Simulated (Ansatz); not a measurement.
Start from InAs in the zinc blende structure (space group F-43m, No. 216).

```cif
data_AsIn
_chemical_formula_sum 'As1 In1'
_space_group_name_H-M_alt 'P 1'
_space_group_IT_number 1
_cell_length_a 4.30410
_cell_length_b 4.30410
_cell_length_c 4.30410
_cell_angle_alpha 60.000
_cell_angle_beta 60.000
_cell_angle_gamma 60.000
loop_
_space_group_symop_operation_xyz
  'x, y, z'
loop_
_atom_site_label
_atom_site_type_symbol
_atom_site_fract_x
_atom_site_fract_y
_atom_site_fract_z
_atom_site_occupancy
As1 As 0.75000 0.75000 0.75000 1
In1 In 0.00000 0.00000 0.00000 1
```

The values are results of PBEsol in Ansatz (plane waves to 420 eV, PAW, scalar-relativistic without spin-orbit coupling), not measurements.

Base values:

```
Property               Value
-------------------  -------
Lattice parameter a  6.087 Å
```

One thing is altered: full substitution In → Tl; the structure is relaxed again.

Task: Estimate the effect on the lattice parameter a.

Result: The lattice parameter a rises by 0.148 Å (6.087 Å → 6.235 Å).

Stability against distortions was not tested. For TlAs in this form, whether it has been made was not checked. All final runs are without spin polarisation.

Ansatz is a first-principles code.
